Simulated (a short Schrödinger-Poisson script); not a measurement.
System: MOS inversion layer, SiO2 on p-type Si(100), at 300 K.

| layer | material | thickness (nm) | Na (cm⁻³) |
|---|---|---|---|
| 1 | SiO2 | 3 | - |
| 2 | Si | 410 | 1.1e18 |

The device is made up for the run: typed textbook-type constants, with dimensions and the other settings drawn at random. SiO2: permittivity 3.9, conduction-band edge (eV) 3.15, gap (eV) 9, electron mass (mₑ) 0.5. Si: permittivity 11.7, conduction-band edge (eV) 0, gap (eV) 1.124, Nv at 300 K (cm⁻³) 3.1e19.

Channel valleys (confinement mass, in-plane density-of-states mass, number): Δ2 0.916, 0.19, 2; Δ4 0.19, 0.417, 4. At the gate the conduction-band edge of layer 1 lies 3.39 eV − eVg above the Fermi level of the channel; the field vanishes at the back. Gaps are held at their typed values at every temperature. Mesh 0.03 nm at interfaces.

From a short Schrödinger-Poisson script (our own, NumPy): 1D Poisson equation in equilibrium, electrons quantum, Hartree (BenDaniel-Duke, 12 states a valley, the channel's in-plane mass for all, wave functions free to enter the dielectric), parabolic valleys, classical holes, full ionisation, no traps, pinning or gate leakage.

The same stack at other levels of the model or other numerical settings:

```tsv
run	sheet density of all electrons at Vg = 2.2 V (cm⁻²)	sheet density of all electrons at Vg = 1 V (cm⁻²)	capacitance at Vg = 2.2 V (μF/cm²)	centroid of the channel electrons at Vg = 2.2 V (nm)	rough cost against the base
base	8.27e12	9.20e11	1.03	1.22	about 1
electrons treated as classical, Boltzmann	9.66e12	1.57e12	1.12	0.30	0.02
electrons treated as classical, Fermi-Dirac	9.31e12	1.52e12	1.08	0.46	0.2
mesh six times as coarse	8.25e12	9.13e11	1.03	1.22	0.2
one subband a valley	8.27e12	9.16e11	1.03	1.20	0.4
```

The classical rows ignore confinement, and Boltzmann statistics overrate the density once the band edge passes the Fermi level.
